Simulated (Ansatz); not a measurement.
## Hypothetical diamond Ga, pressure series

The parent structure is Ga in the diamond structure (space group Fd-3m, No. 227; a = 5.7579 Å; a hypothetical phase, not in the database extracts checked).

Cell and atoms are relaxed at each pressure.

The values are results of DFT with PBEsol, PAW potentials and a 420 eV plane-wave cutoff in Ansatz (a program for electronic structure), no spin-orbit coupling, not measurements.

Notes on the quantities. enthalpy: H = E + PV relative to the base's energy.

```json
[
 {"change": "base", "enthalpy": "–", "density": "4.85 g/cm³"},
 {"change": "pressure −2 GPa", "enthalpy": "-0.31 eV/atom", "density": "4.60 g/cm³"},
 {"change": "pressure −1 GPa", "enthalpy": "-0.15 eV/atom", "density": "4.73 g/cm³"},
 {"change": "pressure 0.3 GPa", "enthalpy": "+0.04 eV/atom", "density": "4.89 g/cm³"},
 {"change": "pressure 0.7 GPa", "enthalpy": "+0.10 eV/atom", "density": "4.93 g/cm³"},
 {"change": "pressure 1.5 GPa", "enthalpy": "+0.22 eV/atom", "density": "5.01 g/cm³"},
 {"change": "pressure 3 GPa", "enthalpy": "+0.43 eV/atom", "density": "5.15 g/cm³"},
 {"change": "pressure 5 GPa", "enthalpy": "+0.71 eV/atom", "density": "5.33 g/cm³"},
 {"change": "pressure 7.5 GPa", "enthalpy": "+1.04 eV/atom", "density": "5.52 g/cm³"},
 {"change": "pressure 10 GPa", "enthalpy": "+1.36 eV/atom", "density": "5.69 g/cm³"}
]
```

Load acts through the strain it causes; cell and atoms are relaxed under it. Whether these cells are dynamically stable was not tested. Competing high-pressure phases were not computed.
